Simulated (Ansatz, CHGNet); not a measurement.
SiC (model structure, started from the CsCl type, Pm-3m, No. 221, 2 atoms in the cell): equilibrium lattice constant a by level of theory

No measured value is used here.

```csv
level (code),value (Å)
CHGNet-r²SCAN,2.664
LDA (Ansatz),2.604
PBE (Ansatz),2.641
PBE-D3(BJ) (Ansatz),2.611
r²SCAN (Ansatz),2.620
r²SCAN+rVV10 (Ansatz),2.617
```

CHGNet-r²SCAN: the cell moved over 20 % in volume from its start. Cutoffs differ between the levels. Ansatz's density-functional and Hartree–Fock values are scalar-relativistic unless marked +SOC, with PAW data made under PBE.

Machine-learned potentials (CHGNet-r²SCAN) are trained on DFT data: a solid inside that data is no test of them.

A model structure was made by putting elements into a prototype or built by hand; it is no filed structure, need not be a known phase, and can be a saddle point held by its symmetry.

Ansatz is a program for electronic structure.
